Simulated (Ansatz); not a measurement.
**Si well of 9 atomic layers along [001] in random Si0.5Ge0.5, interfaces one step of a layer**

Prepared with LAMMPS with Tersoff's 1989 multicomponent potential (SiCGe.tersoff): minimisation. Geometry as solved with Ansatz (a program for electronic structure) with PBE, support functions at accuracy medium on the grid of 370 eV.

```xyz
648
Lattice="16.85 0.00 0.00 0.00 16.85 0.00 0.00 0.00 49.95" Properties=species:S:1:pos:R:3 pbc="T T T"
Si    -0.01     0.00    -0.03
Ge     1.39     1.42     1.38
Si     2.83     2.80    -0.04
Ge     4.20     4.25     1.36
Si     2.80     0.03     2.80
Ge     4.18     1.43     4.21
Si    -0.01     2.83     2.81
Si     1.42     4.18     4.17
Ge     0.00     0.08     5.60
Si     1.42     1.45     7.03
Si     2.76     2.83     5.61
Ge     4.22     4.21     6.99
Si     2.81     0.08     8.41
Si     4.23     1.42     9.76
Si     0.05     2.82     8.40
Si     1.43     4.19     9.76
Ge     0.03     0.06    11.27
Si     1.45     1.45    12.63
Ge     2.85     2.83    11.19
Si     4.25     4.23    12.62
Ge     2.83     0.04    14.04
Si     4.22     1.44    15.43
Ge     0.02     2.84    14.02
Si     1.39     4.24    15.45
Si     0.01    -0.01    16.89
Si     1.39     1.39    18.23
Ge     2.80     2.82    16.83
Si     4.24     4.24    18.20
Si     2.80    -0.01    19.56
Si     4.22     1.40    20.89
Si     0.00     2.82    19.56
Si     1.42     4.21    20.91
Si     0.00     0.01    22.25
Si     1.41     1.40    23.60
Si     2.81     2.80    22.25
Si     4.21     4.21    23.59
Si     2.81     0.00    24.94
Si     4.21     1.41    26.29
Si     0.00     2.80    24.94
Si     1.41     4.21    26.28
Si    -0.01     0.00    27.63
Si     1.39     1.40    28.97
Si     2.81     2.81    27.64
Si     4.21     4.23    28.98
Si     2.79    -0.01    30.30
Ge     4.20     1.42    31.67
Si    -0.02     2.78    30.32
Ge     1.37     4.25    31.70
Si     0.00     0.03    33.09
Ge     1.38     1.40    34.56
Ge     2.81     2.84    33.14
Si     4.24     4.24    34.49
Si     2.82     0.00    35.95
Si     4.17     1.40    37.33
Si    -0.03     2.84    35.95
Si     1.38     4.19    37.31
Ge    -0.02     0.03    38.74
Si     1.41     1.43    40.10
Si     2.75     2.78    38.68
Ge     4.16     4.17    40.09
Ge     2.79     0.02    41.53
Si     4.19     1.39    42.99
Ge     0.03     2.80    41.55
Si     1.44     4.18    42.96
Si     0.00     0.00    44.25
Ge     1.42     1.36    45.69
Si     2.82     2.80    44.32
Ge     4.22     4.23    45.72
Si     2.83    -0.01    47.15
Si     4.17     1.44    48.51
Ge    -0.02     2.76    47.16
Ge     1.44     4.22    48.52
Ge    -0.02     5.59     0.02
Ge     1.43     7.03     1.43
Si     2.83     8.44     0.00
Si     4.25     9.79     1.35
Si     2.80     5.58     2.82
Ge     4.25     7.01     4.18
Si    -0.02     8.38     2.81
Ge     1.40     9.78     4.18
Ge     0.01     5.60     5.55
Ge     1.47     7.00     6.99
Si     2.84     8.41     5.58
Ge     4.21     9.85     6.97
Si     2.82     5.59     8.43
Ge     4.20     6.99     9.87
Ge     0.02     8.41     8.41
Ge     1.44     9.84     9.85
Ge     0.01     5.55    11.19
Ge     1.42     7.03    12.61
Si     2.84     8.45    11.27
Si     4.22     9.78    12.69
Ge     2.85     5.60    14.06
Si     4.29     6.99    15.44
Ge    -0.04     8.43    14.03
Ge     1.45     9.84    15.41
Si     0.01     5.61    16.83
Si     1.40     7.00    18.21
Ge     2.87     8.39    16.84
Si     4.24     9.86    18.23
Si     2.81     5.62    19.55
Si     4.21     7.03    20.90
Si     0.01     8.41    19.57
Si     1.41     9.82    20.91
Si     0.01     5.61    22.25
Si     1.41     7.02    23.59
Si     2.82     8.42    22.25
Si     4.21     9.83    23.60
Si     2.81     5.61    24.94
Si     4.21     7.02    26.28
Si     0.01     8.42    24.93
Si     1.40     9.83    26.28
Si     0.01     5.61    27.63
Si     1.41     7.02    28.97
Si     2.81     8.43    27.63
Si     4.22     9.82    28.98
Si     2.82     5.64    30.32
Si     4.21     7.00    31.72
Si     0.00     8.41    30.31
Ge     1.44     9.79    31.69
Si    -0.01     5.63    33.15
Si     1.41     7.00    34.47
Si     2.83     8.36    33.11
Ge     4.20     9.82    34.51
Ge     2.79     5.60    35.89
Ge     4.20     7.08    37.32
Ge     0.05     8.39    35.93
Si     1.44     9.84    37.32
Si     0.02     5.62    38.65
Ge     1.38     7.06    40.08
Si     2.80     8.49    38.72
Si     4.16     9.84    40.13
Ge     2.79     5.62    41.56
Si     4.20     7.03    42.98
Si     0.02     8.47    41.52
Si     1.45     9.80    42.89
Ge     0.05     5.60    44.33
Ge     1.45     7.07    45.76
Si     2.84     8.45    44.30
Si     4.25     9.78    45.69
Si     2.84     5.63    47.14
Ge     4.24     7.04    48.53
Si     0.02     8.45    47.18
Si     1.44     9.77    48.56
Ge     0.04    11.19    -0.02
Si     1.39    12.63     1.39
Ge     2.76    14.06     0.00
Ge     4.21    15.48     1.42
Ge     2.83    11.20     2.74
Ge     4.26    12.60     4.22
Ge    -0.03    14.04     2.76
Ge     1.41    15.47     4.18
Ge     0.01    11.27     5.60
Si     1.43    12.61     7.02
Ge     2.81    14.02     5.63
Ge     4.21    15.48     7.05
Si     2.80    11.24     8.39
Ge     4.20    12.61     9.81
Ge     0.05    14.01     8.41
Ge     1.46    15.48     9.83
Si    -0.01    11.20    11.25
Ge     1.44    12.61    12.60
Si     2.82    14.03    11.21
Ge     4.23    15.39    12.63
Si     2.88    11.23    14.03
Si     4.22    12.62    15.44
Ge     0.01    14.04    14.04
Ge     1.43    15.44    15.50
Ge     0.02    11.23    16.88
Si     1.45    12.67    18.23
Si     2.86    14.01    16.84
Si     4.20    15.42    18.22
Si     2.82    11.23    19.57
Si     4.22    12.64    20.92
Si     0.01    14.05    19.57
Si     1.41    15.45    20.92
Si     0.00    11.23    22.25
Si     1.40    12.63    23.59
Si     2.81    14.04    22.26
Si     4.21    15.45    23.60
Si     2.80    11.23    24.93
Si     4.20    12.63    26.27
Si     0.00    14.04    24.94
Si     1.40    15.44    26.28
Si     0.00    11.23    27.63
Si     1.41    12.63    28.98
Si     2.80    14.03    27.62
Si     4.20    15.45    28.96
Si     2.83    11.23    30.31
Ge     4.22    12.64    31.73
Si    -0.02    14.02    30.31
Ge     1.40    15.43    31.73
Ge     0.01    11.25    33.09
Si     1.43    12.61    34.51
Si     2.78    14.00    33.14
Ge     4.18    15.40    34.54
Si     2.77    11.22    35.90
Ge     4.19    12.62    37.31
Ge     0.02    14.01    35.90
Ge     1.44    15.43    37.35
Ge     0.04    11.24    38.74
Si     1.42    12.65    40.17
Si     2.79    13.99    38.76
Ge     4.21    15.43    40.08
Si     2.79    11.22    41.51
Ge     4.22    12.60    42.93
Si     0.00    14.04    41.52
Si     1.35    15.45    42.89
Ge     0.02    11.22    44.27
Ge     1.44    12.62    45.73
Ge     2.80    14.10    44.31
Si     4.21    15.48    45.74
Ge     2.85    11.14    47.14
Ge     4.24    12.61    48.58
Ge     0.03    14.07    47.16
Si     1.41    15.51    48.54
Ge     5.61     0.08    -0.03
Si     7.02     1.43     1.40
Ge     8.45     2.83     0.01
Si     9.81     4.27     1.42
Ge     8.39     0.02     2.83
Si     9.80     1.44     4.19
Ge     5.65     2.85     2.80
Si     7.04     4.27     4.19
Ge     5.66     0.01     5.61
Si     7.02     1.44     7.02
Ge     8.42     2.86     5.62
Si     9.82     4.27     7.02
Ge     8.43     0.02     8.40
Si     9.82     1.43     9.82
Si     5.62     2.78     8.40
Ge     7.02     4.20     9.81
Ge     5.62    -0.02    11.16
Ge     7.06     1.39    12.61
Si     8.44     2.79    11.19
Ge     9.80     4.20    12.64
Si     8.44    -0.03    14.01
Ge     9.82     1.40    15.43
Ge     5.63     2.84    14.05
Si     7.04     4.24    15.46
Ge     5.60     0.03    16.84
Si     7.04     1.44    18.21
Si     8.40     2.83    16.82
Si     9.79     4.18    18.22
Si     8.43     0.01    19.55
Si     9.82     1.40    20.92
Si     5.62     2.82    19.55
Si     7.01     4.22    20.91
Si     5.62     0.00    22.25
Si     7.02     1.41    23.60
Si     8.42     2.81    22.25
Si     9.83     4.21    23.59
Si     8.42     0.01    24.94
Si     9.83     1.41    26.28
Si     5.61     2.81    24.94
Si     7.02     4.22    26.29
Si     5.62     0.01    27.63
Si     7.03     1.42    28.98
Si     8.43     2.81    27.62
Si     9.82     4.21    28.98
Si     8.46     0.02    30.31
Si     9.83     1.40    31.67
Si     5.63     2.84    30.31
Si     6.98     4.24    31.69
Ge     5.60    -0.02    33.10
Ge     7.04     1.39    34.53
Ge     8.42     2.83    33.05
Ge     9.88     4.22    34.49
Si     8.45    -0.02    35.91
Ge     9.85     1.42    37.28
Ge     5.59     2.82    35.93
Si     7.00     4.21    37.32
Si     5.57     0.00    38.66
Ge     6.98     1.33    40.12
Ge     8.39     2.81    38.71
Ge     9.83     4.21    40.16
Si     8.37    -0.05    41.55
Ge     9.81     1.39    42.88
Ge     5.57     2.78    41.55
Ge     6.99     4.30    42.92
Si     5.58    -0.01    44.34
Ge     6.99     1.38    45.77
Ge     8.40     2.83    44.33
Ge     9.81     4.28    45.74
Si     8.45     0.02    47.17
Si     9.81     1.41    48.54
Si     5.57     2.81    47.16
Ge     6.98     4.24    48.53
Si     5.64     5.67     0.02
Si     7.03     7.03     1.40
Si     8.39     8.40     0.01
Ge     9.80     9.80     1.40
Si     8.42     5.64     2.80
Si     9.84     6.99     4.16
Si     5.64     8.44     2.75
Si     7.01     9.84     4.15
Si     5.65     5.59     5.57
Ge     7.04     6.98     6.99
Ge     8.45     8.44     5.55
Si     9.80     9.87     6.99
Si     8.45     5.61     8.42
Si     9.78     7.01     9.82
Ge     5.61     8.40     8.41
Ge     7.07     9.81     9.82
Si     5.63     5.60    11.27
Si     7.00     7.00    12.64
Si     8.40     8.33    11.23
Ge     9.81     9.76    12.60
Si     8.37     5.61    14.03
Ge     9.78     7.04    15.41
Si     5.61     8.37    14.03
Ge     6.96     9.80    15.46
Si     5.65     5.62    16.83
Si     7.02     7.02    18.20
Si     8.40     8.42    16.86
Si     9.80     9.79    18.22
Si     8.41     5.61    19.56
Si     9.82     7.01    20.91
Si     5.63     8.43    19.56
Si     7.02     9.83    20.91
Si     5.61     5.62    22.25
Si     7.02     7.02    23.59
Si     8.43     8.42    22.25
Si     9.83     9.83    23.60
Si     8.42     5.61    24.93
Si     9.82     7.01    26.28
Si     5.62     8.42    24.94
Si     7.02     9.82    26.28
Si     5.62     5.63    27.64
Si     7.02     7.03    29.00
Si     8.42     8.41    27.62
Si     9.83     9.83    28.93
Si     8.40     5.60    30.34
Ge     9.83     7.00    31.74
Si     5.60     8.42    30.37
Si     6.96     9.83    31.73
Si     5.58     5.60    33.07
Ge     6.95     7.01    34.51
Ge     8.40     8.47    33.13
Si     9.80     9.85    34.55
Ge     8.42     5.61    35.94
Si     9.79     7.06    37.32
Si     5.62     8.46    35.93
Si     7.05     9.81    37.29
Ge     5.63     5.61    38.71
Ge     7.07     7.04    40.12
Si     8.42     8.44    38.67
Ge     9.82     9.83    40.11
Si     8.47     5.66    41.55
Si     9.86     7.02    42.92
Ge     5.56     8.43    41.54
Ge     7.02     9.87    42.93
Si     5.60     5.69    44.35
Si     7.00     7.02    45.75
Ge     8.45     8.40    44.35
Si     9.85     9.82    45.76
Si     8.37     5.66    47.13
Ge     9.81     7.02    48.55
Si     5.62     8.42    47.08
Ge     7.02     9.82    48.52
Si     5.64    11.21     0.03
Si     7.04    12.57     1.41
Ge     8.42    13.98     0.00
Ge     9.83    15.42     1.43
Si     8.41    11.24     2.82
Si     9.80    12.63     4.22
Ge     5.68    14.04     2.80
Si     7.06    15.42     4.25
Si     5.69    11.21     5.59
Si     7.06    12.60     6.97
Si     8.43    14.01     5.61
Si     9.78    15.43     6.97
Si     8.43    11.25     8.38
Si     9.77    12.63     9.78
Ge     5.68    14.01     8.40
Si     7.05    15.44     9.80
Ge     5.61    11.20    11.28
Si     6.98    12.65    12.65
Ge     8.41    14.04    11.24
Si     9.81    15.47    12.63
Ge     8.39    11.23    14.02
Ge     9.79    12.66    15.47
Si     5.61    13.99    14.05
Ge     7.03    15.42    15.42
Si     5.59    11.26    16.84
Si     7.01    12.64    18.20
Si     8.40    14.05    16.88
Si     9.82    15.44    18.20
Si     8.41    11.23    19.55
Si     9.82    12.63    20.90
Si     5.62    14.04    19.56
Si     7.02    15.45    20.90
Si     5.62    11.23    22.26
Si     7.02    12.64    23.60
Si     8.42    14.04    22.25
Si     9.83    15.44    23.59
Si     8.43    11.23    24.94
Si     9.83    12.64    26.28
Si     5.61    14.04    24.94
Si     7.02    15.45    26.28
Si     5.61    11.22    27.61
Si     6.98    12.66    28.93
Si     8.42    14.05    27.62
Si     9.83    15.45    28.96
Ge     8.38    11.22    30.31
Ge     9.86    12.65    31.71
Si     5.60    14.05    30.29
Ge     7.04    15.43    31.67
Si     5.64    11.23    33.12
Si     7.00    12.58    34.55
Ge     8.41    14.02    33.17
Si     9.80    15.47    34.53
Si     8.41    11.22    35.93
Si     9.79    12.60    37.32
Si     5.62    13.99    35.89
Ge     7.01    15.41    37.29
Ge     5.64    11.19    38.74
Si     7.07    12.62    40.11
Si     8.41    13.97    38.70
Ge     9.75    15.41    40.12
Si     8.41    11.24    41.50
Ge     9.82    12.58    42.95
Ge     5.68    14.03    41.51
Si     6.98    15.48    42.96
Si     5.61    11.22    44.37
Si     7.01    12.57    45.74
Ge     8.36    14.03    44.35
Ge     9.83    15.43    45.78
Si     8.43    11.20    47.08
Ge     9.85    12.57    48.49
Ge     5.62    14.03    47.09
Ge     7.04    15.46    48.53
Ge    11.23     0.03    -0.01
Si    12.68     1.41     1.39
Si    14.08     2.78     0.04
Si    15.44     4.17     1.42
Si    14.07     0.04     2.76
Si    15.42     1.45     4.16
Ge    11.21     2.80     2.77
Ge    12.62     4.23     4.24
Ge    11.17    -0.01     5.56
Ge    12.63     1.42     6.97
Si    14.05     2.79     5.57
Ge    15.44     4.18     7.01
Ge    14.01     0.00     8.45
Ge    15.44     1.48     9.84
Ge    11.22     2.86     8.43
Si    12.66     4.21     9.85
Ge    11.22     0.04    11.24
Si    12.65     1.44    12.65
Si    14.01     2.84    11.26
Si    15.43     4.20    12.61
Si    13.98     0.04    14.05
Ge    15.46     1.36    15.44
Si    11.23     2.78    14.01
Ge    12.62     4.19    15.40
Si    11.22     0.00    16.85
Si    12.60     1.38    18.23
Ge    14.04     2.80    16.87
Si    15.47     4.24    18.22
Si    14.03     0.00    19.57
Si    15.44     1.41    20.91
Si    11.22     2.80    19.57
Si    12.64     4.20    20.90
Si    11.23     0.00    22.25
Si    12.63     1.40    23.60
Si    14.04     2.81    22.26
Si    15.44     4.21    23.60
Si    14.04    -0.01    24.94
Si    15.44     1.40    26.28
Si    11.23     2.80    24.93
Si    12.63     4.21    26.28
Si    11.24     0.00    27.62
Si    12.64     1.41    28.98
Si    14.04     2.81    27.62
Si    15.45     4.19    28.97
Si    14.05     0.01    30.34
Si    15.47     1.39    31.70
Si    11.21     2.79    30.32
Ge    12.63     4.22    31.70
Ge    11.23     0.01    33.11
Si    12.66     1.41    34.53
Ge    14.09     2.80    33.14
Si    15.48     4.24    34.54
Si    14.04     0.05    35.90
Si    15.43     1.41    37.28
Si    11.27     2.79    35.86
Ge    12.64     4.23    37.25
Ge    11.25     0.03    38.78
Si    12.66     1.41    40.18
Ge    14.03     2.77    38.70
Ge    15.48     4.23    40.08
Si    14.09     0.02    41.52
Si    15.43     1.39    42.93
Si    11.26     2.79    41.52
Ge    12.62     4.19    42.97
Ge    11.25     0.02    44.35
Si    12.65     1.45    45.72
Si    14.04     2.75    44.31
Ge    15.40     4.18    45.71
Ge    14.05     0.06    47.12
Si    15.44     1.40    48.60
Ge    11.23     2.80    47.15
Ge    12.64     4.20    48.64
Si    11.20     5.63     0.04
Si    12.60     7.04     1.36
Si    13.96     8.42    -0.03
Ge    15.42     9.76     1.39
Ge    14.03     5.64     2.75
Si    15.46     7.02     4.16
Si    11.21     8.36     2.77
Ge    12.55     9.79     4.21
Si    11.16     5.61     5.60
Ge    12.59     6.95     7.02
Ge    14.03     8.37     5.59
Ge    15.41     9.84     7.02
Si    14.00     5.55     8.43
Ge    15.39     6.98     9.80
Ge    11.17     8.45     8.42
Si    12.62     9.84     9.79
Ge    11.24     5.65    11.21
Si    12.61     7.05    12.64
Ge    14.00     8.46    11.23
Si    15.43     9.86    12.62
Ge    14.06     5.64    14.00
Si    15.48     6.99    15.46
Si    11.23     8.39    14.01
Ge    12.64     9.80    15.39
Ge    11.20     5.61    16.86
Si    12.63     7.01    18.25
Ge    14.07     8.38    16.85
Si    15.45     9.82    18.25
Si    14.05     5.61    19.57
Si    15.45     7.02    20.92
Si    11.22     8.42    19.57
Si    12.63     9.83    20.91
Si    11.23     5.61    22.25
Si    12.64     7.02    23.60
Si    14.04     8.43    22.25
Si    15.44     9.83    23.60
Si    14.04     5.62    24.94
Si    15.46     7.02    26.28
Si    11.23     8.42    24.94
Si    12.64     9.83    26.28
Si    11.23     5.60    27.63
Si    12.67     6.99    28.94
Si    14.05     8.42    27.62
Si    15.44     9.82    28.98
Si    14.05     5.60    30.29
Ge    15.43     7.01    31.72
Ge    11.27     8.43    30.31
Si    12.69     9.81    31.72
Si    11.28     5.65    33.13
Si    12.67     7.02    34.49
Si    14.01     8.41    33.11
Ge    15.42     9.80    34.51
Si    14.08     5.65    35.87
Si    15.46     6.98    37.29
Ge    11.23     8.42    35.91
Si    12.61     9.84    37.34
Ge    11.20     5.66    38.69
Ge    12.61     7.08    40.14
Ge    14.09     8.45    38.70
Si    15.49     9.82    40.14
Ge    14.04     5.62    41.52
Ge    15.48     7.05    42.92
Si    11.21     8.45    41.57
Si    12.59     9.83    42.96
Si    11.22     5.66    44.33
Si    12.55     7.04    45.74
Ge    13.98     8.42    44.36
Ge    15.43     9.85    45.79
Ge    13.97     5.64    47.12
Ge    15.42     7.06    48.54
Si    11.22     8.45    47.14
Si    12.62     9.81    48.53
Si    11.23    11.16    -0.04
Ge    12.57    12.61     1.39
Ge    14.03    14.07     0.03
Si    15.45    15.51     1.38
Ge    14.03    11.22     2.83
Si    15.44    12.64     4.18
Si    11.19    13.99     2.82
Ge    12.64    15.44     4.12
Si    11.15    11.22     5.60
Ge    12.60    12.59     7.00
Ge    14.04    14.02     5.57
Ge    15.45    15.45     7.01
Si    13.99    11.20     8.42
Ge    15.43    12.58     9.82
Ge    11.18    14.07     8.42
Si    12.59    15.46     9.82
Ge    11.19    11.23    11.16
Ge    12.62    12.62    12.64
Ge    14.01    14.06    11.20
Ge    15.40    15.49    12.66
Si    14.04    11.20    13.99
Ge    15.40    12.61    15.42
Ge    11.22    14.11    14.05
Si    12.61    15.52    15.45
Ge    11.23    11.21    16.86
Si    12.63    12.64    18.25
Ge    14.00    14.09    16.84
Si    15.46    15.46    18.23
Si    14.04    11.23    19.57
Si    15.45    12.63    20.91
Si    11.22    14.04    19.57
Si    12.63    15.44    20.91
Si    11.23    11.23    22.25
Si    12.64    12.63    23.59
Si    14.04    14.03    22.25
Si    15.44    15.44    23.59
Si    14.04    11.23    24.94
Si    15.44    12.64    26.29
Si    11.23    14.04    24.94
Si    12.64    15.44    26.29
Si    11.24    11.24    27.62
Si    12.64    12.63    28.99
Si    14.04    14.03    27.64
Si    15.44    15.45    28.98
Si    14.05    11.22    30.35
Si    15.45    12.63    31.66
Si    11.25    14.07    30.31
Si    12.63    15.47    31.66
Ge    11.24    11.17    33.12
Ge    12.63    12.65    34.52
Ge    14.04    14.05    33.04
Ge    15.44    15.49    34.49
Ge    14.04    11.24    35.98
Si    15.49    12.63    37.33
Ge    11.17    14.05    35.93
Ge    12.67    15.48    37.32
Si    11.21    11.21    38.67
Ge    12.63    12.59    40.06
Ge    14.12    14.05    38.73
Si    15.47    15.46    40.17
Ge    14.04    11.19    41.53
Si    15.47    12.63    42.87
Ge    11.23    14.01    41.52
Ge    12.68    15.45    42.90
Si    11.23    11.19    44.37
Si    12.61    12.58    45.74
Ge    14.06    13.96    44.33
Ge    15.47    15.47    45.69
Si    13.98    11.23    47.16
Ge    15.41    12.62    48.54
Si    11.25    13.98    47.10
Ge    12.61    15.42    48.49
```
